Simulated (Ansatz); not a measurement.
An ideal cubic perovskite cell is held by its symmetry; such compounds can tilt or shift off centre at room temperature. Cells marked so need not be the phases stable at ambient conditions, and some may be hypothetical.

The gap is the functional's own, uncorrected, and κ follows it; spin-orbit coupling is left out. Mid-gap values are interpolated between the computed energies.

A. CsPbCl$_{3}$ (Pm-3m, cubic perovskite, 5 atoms a cell, 36.4 Å³ an atom), along the normal of (001)
B. MgSe (Fm-3m, rock salt, not sure to be the ambient phase, 2 atoms a cell, 20.4 Å³ an atom), along the normal of (111)
C. SnH8(NCl3)2 (Fm-3m, not sure to be the ambient phase, 17 atoms a cell, 14.7 Å³ an atom), along the normal of (001)

Order them by mid-gap decay constant of the slowest evanescent state (lowest first) at the level Ansatz (a quantum-chemistry and plane-wave program) with r2SCAN.

A (0.15 1/Å), B (0.18 1/Å), C (0.30 1/Å)
